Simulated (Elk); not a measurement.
## Convergence study of the basis cutoff for Sr (Fm-3m, 1 atom in the cell)

```yaml
crystal:
  lattice:
    - [0.00000, 3.03088, 3.03088]
    - [3.03088, 0.00000, 3.03088]
    - [3.03088, 3.03088, 0.00000]
  atoms:
    - { symbol: Sr, position: [0.00000, 0.00000, 0.00000] }
```

Level of theory: PBE, all-electron FP-LAPW, Elk's shipped species files, default APW+lo basis in Elk 10.2.4.

Base settings: xctype = 20; rgkmax = 7; stype = 3; swidth = 0.00367493 Ha; ngridk = 7 7 7.

The second cell is the first with its lattice scaled by 0.98.

The mesh stays at the base's, so the ladder's end is converged at best in this setting alone.

Only quantities that move along the ladder and can be compared are tabulated.

The starting cell has typed, rounded lattice constants, without a prior relaxation at this level. Its lattice was rescaled by up to half a per cent. Values depend on the basis (sphere radii, cutoffs, local orbitals), which need not be converged.

| rgkmax | free energy less the last step's (meV/atom) | energy of the compressed cell less the first (meV/atom) |
|---|---|---|
| 4.14 | 4480.73 | -98.65 |
| 4.43 | 3179.67 | 50.98 |
| 4.7 | 2279.02 | 34.36 |
| 4.95 | 1658.45 | 2.66 |
| 5.19 | 1212.98 | -19.30 |
| 5.42 | 876.35 | 12.31 |
| 5.86 | 472.65 | 8.62 |
| 6.26 | 268.47 | 4.53 |
| 6.64 | 155.94 | -3.65 |
| 7 | 89.54 | 3.03 |
| 7.34 | 55.28 | 3.04 |
| 7.67 | 33.35 | 3.13 |
| 8.13 | 17.15 | 3.20 |
| 8.57 | 9.26 | 3.32 |
| 9.26 | 3.64 | 3.47 |
| 9.9 | 1.44 | 3.71 |
| 10.84 | 0.00 | 3.97 |

State of the energy of the compressed cell less the first at the end of the ladder: still drifting one way, by 0.50 meV/atom over the last two steps, so the last step is no safe reference.

State of the free energy at the end of the ladder: still drifting one way, by 3.6 meV/atom over the last two steps, so the last step is no safe reference.

Two neighbours can agree and both be off: 7 and 7.34 differ by 0.01 meV/atom in the energy of the compressed cell less the first, yet lie about 0.93 meV/atom from the last step.
